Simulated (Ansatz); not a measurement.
Antifluorite Li₂Se, treated with r²SCAN (PAW; Ansatz, a first-principles code).

Total energies, extrapolated to zero smearing (they compare only within this program, potentials and cutoff):

| system | energy (eV/atom) |
|---|---|
| antifluorite Li₂Se, relaxed | -1964.2275 |
| bcc Li | -205.1341 |
| trigonal Se | -5478.1268 |

Task: Work out the enthalpy of formation per atom.

Result: ΔH_f ≈ ΔE = -1964.2275 − [2 × (-205.1341) + 1 × (-5478.1268)]/3 = -1.429 eV/atom (0 K, no vibrations). The reference value is -1.45 eV/atom (measured, 298 K, not corrected to a static lattice; as tabulated in Zhang et al. (2018), doi:10.1038/s41524-018-0065-z), a difference of +0.021 eV/atom.

The PAW data were made under PBE.

Note: an element that serves as reference relaxed to a cell well above its measured volume.
